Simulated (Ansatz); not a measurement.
Results of r²SCAN in Ansatz (plane waves, PAW) for GePt (model structure, started from the CoSn type, P6/mmm, No. 191, 6 atoms in the cell).

Run with plane-wave cutoff 560 eV, 12×12×14 k mesh (along the axes of the cell as run), Fermi–Dirac smearing 0.05 eV, scalar-relativistic PAW data made under PBE.

Cell (relaxed at this level):

```
CELL_PARAMETERS angstrom
      5.70759     0.00000     0.00000
     -2.85380     4.94292     0.00000
      0.00000     0.00000     3.87907
ATOMIC_POSITIONS crystal
  Pt 0.50000 0.00000 0.00000
  Pt 0.50000 0.50000 0.00000
  Pt 0.00000 0.50000 0.00000
  Ge 0.00000 0.00000 0.00000
  Ge 0.33333 0.66667 0.50000
  Ge 0.66667 0.33333 0.50000
```

### Question
Estimate the bulk modulus that the calculation returns.

### Answer

- bulk modulus = 143 GPa

The run finds no gap.

Note: the bulk modulus is −V dP/dV from two relaxed cells at ±2 % in volume; the relaxation could raise the start's symmetry but not lower it, so the cell can be a saddle point.

Spin–orbit coupling is not included; it can open a gap where bands touch, and shift volumes and moduli.

Cost on a shared machine: very roughly 10 core-minutes.

A model structure was made by putting elements into a prototype or built by hand; it is no filed structure, need not be a known phase, and can be a saddle point held by its symmetry.

Ansatz is a program for electronic structure.
